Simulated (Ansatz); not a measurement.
**ZnSe, pressure series**

Start from ZnSe in the zinc blende structure (space group F-43m, No. 216; a = 5.568 Å).

Cell and atoms are relaxed at each pressure.

Computed with LDA, PAW, 420 eV (Ansatz, a quantum-chemistry and plane-wave program; no spin-orbit coupling).

```json
[
 {"pressure (GPa)": "-2", "volume per atom (Å³/atom)": "22.222"},
 {"pressure (GPa)": "-1", "volume per atom (Å³/atom)": "21.882"},
 {"pressure (GPa)": "0", "volume per atom (Å³/atom)": "21.572"},
 {"pressure (GPa)": "0.9", "volume per atom (Å³/atom)": "21.308"},
 {"pressure (GPa)": "2.1", "volume per atom (Å³/atom)": "20.984"},
 {"pressure (GPa)": "4.5", "volume per atom (Å³/atom)": "20.410"},
 {"pressure (GPa)": "9", "volume per atom (Å³/atom)": "?"},
 {"pressure (GPa)": "22.5", "volume per atom (Å³/atom)": "17.668"},
 {"pressure (GPa)": "30", "volume per atom (Å³/atom)": "16.936"}
]
```

Question: Fit the third-order Birch–Murnaghan form P(V) = (3B₀/2)[(V₀/V)^(7/3) − (V₀/V)^(5/3)]·[1 + (3/4)(B₀′ − 4)((V₀/V)^(2/3) − 1)] (squares taken in P) to the rows shown and predict the withheld row.

Answer: Least squares on the printed values gives V₀ = 21.570 Å³/atom, B₀ = 71.9 GPa, B₀′ = 4.5; this predicts 19.518 Å³/atom, and the run gives 19.518 Å³/atom, in agreement.

Measured bulk modulus of ZnSe: 62.4 GPa (temperature not stated; as listed in Cormac Toher et al., Physical Review Materials (2017)); the computed value is for a static lattice, so the two differ by thermal effects too.

Load acts through the strain it causes; cell and atoms are relaxed under it. Stability against distortions was not tested. Measured, ZnSe leaves this structure (for rock salt) near 13 GPa (temperature not stated; as listed in M. Köfferlein et al., Hyperfine Interactions (1994)).
